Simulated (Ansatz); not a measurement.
MgTe in the zinc blende structure (space group F-43m, No. 216)

```xyz
2
Lattice="0.0000 3.2192 3.2192 3.2192 0.0000 3.2192 3.2192 3.2192 0.0000" Properties=species:S:1:pos:R:3 pbc="T T T"
Mg     0.0000     0.0000     0.0000
Te     1.6096     1.6096     1.6096
```

The values are results of DFT with PBEsol, PAW potentials and a 420 eV plane-wave cutoff in Ansatz (a program for electronic structure), spin-orbit coupling left out, earlier PAW set, not measurements. Γ-centred 9×9×9 mesh, Fermi–Dirac width 0.05 eV.

| Property | Value |
|---|---|
| Volume per atom | 33.36 Å³ |
| Density | 3.78 g/cm³ |
| Band gap | 2.35 eV, direct at Γ |
| Electron mass | 0.16 mₑ |
| Hole mass (degenerate bands, along [100]) | 0.19, 0.88, 0.88 mₑ |
| Lowest conduction-band minima above the VBM | Γ 2.35 eV; X along ⟨100⟩ 2.71 eV; L along ⟨111⟩ 3.18 eV |
| Total energy | -4407.651 eV/atom (σ→0; compares only within this code and set-up) |

With Te present, leaving out spin-orbit coupling can change the band edges. Masses are band curvatures over ±0.01 Å⁻¹ around the edge. Stability against distortions was not tested.
